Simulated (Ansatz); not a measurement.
## Pressure series in Cu2Se

The reference is Cu$_{2}$Se in the anti-fluorite structure (space group Fm-3m, No. 225; a = 5.7186 Å; a cell from a computed database, its experimental status unchecked).

Cell and atoms are relaxed at each pressure.

Method: Ansatz (a first-principles code), PBEsol, PAW, cutoff 420 eV, no SOC.

```
pressure (GPa)  volume per atom (Å³/atom)
--------------  -------------------------
-2                                 15.915
-1                                 15.743
0                                  15.584
0.3                                15.536
0.7                                     ?
3                                  15.150
5                                  14.900
7.5                                14.615
10                                 14.359
```

Question: Fit the third-order Birch–Murnaghan form P(V) = (3B₀/2)[(V₀/V)^(7/3) − (V₀/V)^(5/3)]·[1 + (3/4)(B₀′ − 4)((V₀/V)^(2/3) − 1)] (squares taken in P) to the rows shown and predict the withheld row.

Answer: Least squares on the printed values gives V₀ = 15.582 Å³/atom, B₀ = 99.7 GPa, B₀′ = 5.0; this predicts 15.475 Å³/atom, and the run gives 15.475 Å³/atom, in agreement.

Load acts through the strain it causes; cell and atoms are relaxed under it. Whether these cells are dynamically stable was not tested. Competing high-pressure phases were not computed. All final runs are without spin polarisation.
